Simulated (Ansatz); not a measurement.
**zinc-blende ZnSe: the defect Bi on the Se site (Bi_Se)**

Computed with PBE, PAW (plane waves to 420 eV; Ansatz, a first-principles code). A supercell of 64 sites (2×2×2 repeats of a cell of 8 atoms) was used; the energies come from a 2×2×2 shifted sampling of its zone. Site at the start: the Se site. Charged cells carry a point-charge image correction with potential alignment at far atoms. Dielectric constants: PBE linear response of the host. Host gap at this level: 1.15 eV. A cell of this size leaves errors of a few tenths of an eV. The semilocal functional narrows the gap, so deep levels can fall outside it. Spin–orbit coupling is left out, which matters for these heavy elements. Each state is the lowest found from its start.

Formation energies E_f are given with the Fermi level at the valence-band maximum. Chemical conditions: Se-rich (Δμ(Se) = 0.00 eV, Δμ(Bi) = -0.98 eV, bounded by Bi2Se3; only phases computed here count, gases as isolated molecules at 0 K). Reference phases: Bi: rhombohedral Bi, Se: trigonal Se.

Charges with a result: +1, 0, −1. Others weren't obtained, and one of them could lie lower, also by skipping a charge.

```json
[
 {"charge": "+1†", "moment (μB)": "2.0", "largest move off a lattice site (Å)": "0.26", "image correction with alignment (eV)": "0.22", "E_f, Se-rich (eV)": "–", "above the lowest spin state (eV)": "0.00"},
 {"charge": "+1†", "moment (μB)": "not spin-polarised", "largest move off a lattice site (Å)": "0.34", "image correction with alignment (eV)": "0.21", "E_f, Se-rich (eV)": "–", "above the lowest spin state (eV)": "0.11"},
 {"charge": "0", "moment (μB)": "1.0", "largest move off a lattice site (Å)": "0.22", "image correction with alignment (eV)": "0.00", "E_f, Se-rich (eV)": "4.04", "above the lowest spin state (eV)": "0.00"},
 {"charge": "−1", "moment (μB)": "not spin-polarised", "largest move off a lattice site (Å)": "0.10", "image correction with alignment (eV)": "0.06", "E_f, Se-rich (eV)": "4.75", "above the lowest spin state (eV)": "0.00"}
]
```

† Not settled in this cell, so no level is given: charge +1: a level filled in part.

Transition levels above the valence-band maximum: ε(0/−1) = 0.71 eV. With a charge missing or unsettled, these needn't be thermodynamic levels.
